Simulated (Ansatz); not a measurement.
rocksalt MgS (Fm-3m) under hydrostatic pressure

Cell and atoms are relaxed with PBEsol to each stress (compression positive); bands and masses by PBEsol, rigid bands (plane waves, PAW, scalar-relativistic; Ansatz, a quantum-chemistry and plane-wave program).

```xyz
2
Lattice="0.0000 2.5909 2.5909 2.5909 0.0000 2.5909 2.5909 2.5909 0.0000" Properties=species:S:1:pos:R:3 pbc="T T T"
Mg     0.0000     0.0000     0.0000
S      2.5909     2.5909     2.5909
```

```
stress (GPa)  ln(V/V₀) (%)  gap (eV)  mean mₑ*
------------  ------------  --------  --------
-2.00                 2.71     2.675      0.35
0                        0     2.728      0.35
5.00                 -5.70     2.839      0.36
15.00               -14.34     2.998      0.37
```

 Masses are conductivity masses at 300 K in electron masses, harmonic means over x, y and z.

Task: Estimate the bulk modulus from the two loads next to zero.

Result: B ≈ −Δp/Δln V = 7.00 GPa/8.41 % = 83 GPa (PBEsol), a mean over this interval.

Task: How fast does the gap move on either side of zero load?

Result: Under tension, (2.675 − 2.728) eV over -2.00 GPa = 27 meV/GPa, or about -2.0 eV per unit ln V; under compression, (2.839 − 2.728) eV over 5.00 GPa = 22 meV/GPa, or about -1.9 eV per unit ln V. The two slopes part by 5 meV/GPa; gaps are resolved to about 0.01 eV, which allows 7 meV/GPa, so these rows don't tell them apart.

Masses are those of dilute carriers in rigid bands with one relaxation time, without polarons. Third decimals of gaps are kept for the arithmetic. Spin-orbit coupling is left out; it splits the top of the valence band and so changes the gap and its response. Every relaxation keeps the rocksalt phase (space group Fm-3m under this load), so a transition, a distortion that breaks the symmetry or fracture can't show.
